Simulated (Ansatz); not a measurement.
The starting structures come from a database of crystals and need not be the phases stable at ambient conditions.

 Where the default PAW files enter, the runs use the earlier of Ansatz's two default sets.

```xyz
6
Lattice="4.9546 0.0000 0.0000 0.0000 4.9546 0.0000 2.4773 -2.4773 3.6557" Properties=species:S:1:pos:R:3 pbc="T T T"
Si     0.0000     0.0000     0.0000
Si     2.4773     0.0000     1.8278
O      3.7159     0.4796     0.9139
O      2.9568    -1.2386     2.7418
O      1.2386    -0.4796     0.9139
O      1.9977     1.2386     2.7418
```

Space group of this cell: I-42d. The cell is taken as given.

The numbers are results of r2SCAN (plane waves, PAW; Ansatz, a program for electronic structure), not measurements.

The current runs along the normal of the first two printed vectors; no spin-orbit coupling. Scaled by the factor s: both lengths across the current (ions clamped). Meshes 8×8×8 and 6×6 across the current in all rows.

| s | mean pressure (GPa) | band gap (eV) |
|---|---|---|
| 0.98 | 7.5 | ? |
| 1.00 | 0.1 | 6.55 |
| 1.02 | -6.2 | 6.34 |

Problem. Take the slope of the band gap against ln s from the two given rows, extrapolate to s = 0.98, and say what the run there gives.

Solution. Slope = (6.34 − 6.55) / ln 1.02 = -10.6 eV. The line gives 6.55 + (-10.6) × ln 0.98 = 6.76 eV. The run gives 6.72 eV, 0.04 eV under the line, 21 % of the predicted step.
